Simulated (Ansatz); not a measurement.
Input and output of a self-consistent single point for YbZn (P4mm, 2 atoms in the cell) (Ansatz, a first-principles code).

Level of theory: PBEsol, default PAW files made with PBE (plane waves; Ansatz).

```
CELL_PARAMETERS angstrom
      3.59371     0.00000     0.00000
      0.00000     3.59371     0.00000
      0.00000     0.00000     3.59371
ATOMIC_POSITIONS crystal
  Yb 0.00000 0.00000 0.01391
  Zn 0.50000 0.50000 0.50000
```

Reference input (self-consistent single point, DFT, PBEsol, plane waves, default PAW files made with PBE): basis.ecutwfc = 420 eV; kpoints.mp_grid.grid = 9 9 9; hamiltonian.xc = pbesol; hamiltonian.pseudopotentials = {kind: paw} (the program's default PAW files); scf.occupations.method = fermi_dirac; scf.occupations.width = 0.1 eV. This run's input differs from it in these lines:

Ansatz 0.2 input:
```diff
@@ -11,3 +11,3 @@
 kpoints:
-  mp_grid: { grid: [9, 9, 9] }
+  mp_grid: { grid: [12, 12, 12] }
 hamiltonian:
@@ -16,3 +16,3 @@
 scf:
-  occupations: { method: fermi_dirac, width: 0.1 }
+  occupations: { method: fermi_dirac, width: 0.3 }
 output:
```

Output (repeated stretches shortened):

```
SCF iter   1: F=—  HF=-16958.562194 eV  |F-HF|=—  |Δ(HF+E_count)|=         —  Δρ=6.25e-2  dr2=1.61e0  ethr=1.77e-3  ⟨swp⟩=5.7  Hψ=21417  notcnv=0
all-band conjugate gradients solve this SCF's bands
preconditioner: auto → Kerker (q_TF=auto, 2.615 Å⁻¹)
SCF iter   2: F=—  HF=-16958.482112 eV  |F-HF|=—  |Δ(HF+E_count)|=   8.01e-2  Δρ=3.15e-2  dr2=4.31e-1  ethr=1.77e-3  ⟨swp⟩=1.1  Hψ=6289  notcnv=0
   [... lines left out ...]
SCF iter   6: F=—  HF=-16958.451084 eV  |F-HF|=—  |Δ(HF+E_count)|=   1.46e-4  Δρ=2.96e-4  dr2=4.29e-5  ethr=8.01e-7  ⟨swp⟩=2.6  Hψ=6819  notcnv=0
SCF iter   7: F=—  HF=-16958.451091 eV  |F-HF|=—  |Δ(HF+E_count)|=   6.78e-6  Δρ=5.94e-5  dr2=1.15e-6  ethr=1.19e-7  ⟨swp⟩=2.4  Hψ=8088  notcnv=0
SCF iter   8: F=—  HF=-16958.451090 eV  |F-HF|=—  |Δ(HF+E_count)|=   6.42e-7  Δρ=5.01e-5  dr2=1.07e-6  ethr=3.20e-9  ⟨swp⟩=2.2  Hψ=8779  notcnv=0
SCF iter   9: F=-16958.451090 eV  HF=-16958.451090 eV  |F-HF|=1.50e-8  |Δ(HF+E_count)|=   1.07e-7  Δρ=6.66e-6  dr2=1.55e-8  ethr=2.78e-10  ⟨swp⟩=5.9  Hψ=26491  notcnv=0
SCF 1 converged in 9 iterations: F = -16958.451090 eV  dr2 = 1.55e-8
Free energy (F): -16958.451090 eV
Internal energy: -16957.624204 eV  (E = F + TS)
E sigma→0 (E₀):  -16958.037647 eV
Entropy (-TS):   -0.826886 eV (-413.443 meV/atom)
Fermi energy:    11.624495 eV
--- Forces (eV/Å), atoms counted from 1 ---
  atom   1  Yb     0.00000000     0.00000000    -0.12514509
  atom   2  Zn    -0.00000000     0.00000000     0.12514051
--- Stress (GPa, compression-positive) ---
       -2.797389       0.000000      -0.000000
        0.000000      -2.797389       0.000000
       -0.000000       0.000000      -2.820355
  P = ⅓ Tr σ = -2.8050 GPa (-28.050 kbar)
  The stress holds the Pulay correction. Without it, at fixed plane waves, as pw.x and ABINIT print it: P = -2.8459 GPa
```

The run converged in 9 iterations. Against the reference run the free energy drops by 200 meV/atom, the pressure goes from -3.04 to -2.81 GPa and the largest force hardly changes (0.127 to 0.125 eV/Å).

The starting cell comes from a database of computed structures (which also holds hypothetical and non-ambient phases and stackings), without a prior relaxation at this level. Its lattice was rescaled by up to half a per cent. One atom was moved a little off its site on purpose. Spin polarisation is off. Ansatz's pressure includes its estimate of the finite-basis (Pulay) stress.
